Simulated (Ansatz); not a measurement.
Fermi-surface data of NaWO₃ (Pm-3m)

Data:

```
NaWO3
1.0
    3.87518     0.00000     0.00000
    0.00000     3.87518     0.00000
    0.00000     0.00000     3.87518
Na W O
1 1 3
Direct
  0.50000   0.50000   0.50000
  0.00000   0.00000   0.00000
  0.50000   0.00000   0.00000
  0.00000   0.50000   0.00000
  0.00000   0.00000   0.50000
```

These are PBEsol, rigid bands (plane waves, PAW, scalar-relativistic; Ansatz, a quantum-chemistry and plane-wave program) values and carry that method's errors. How the cell was made: cell and atoms relaxed with PBEsol.

* **density of states at the Fermi level**: 0.961 states/(eV·cell), both spins
* **bare Sommerfeld coefficient**: 0.45 mJ/(mol of atoms·K²)
* **Drude plasma energy**: 5.4 eV
* **root-mean-square Fermi velocity**: 8.2e5 m/s
* **resistivity times τ**: 16.9 ×10⁻²² Ω·m·s

A metal at this level (no band gap); rigid bands, thermally averaged at 300 K, both spins. Spin-orbit coupling is left out, which matters with elements this heavy. τ is one relaxation time for all states.

Formula and space group known from diffraction (Crystallography Open Database), not checked to be the room-temperature form: NaWO3 (Pm-3m).
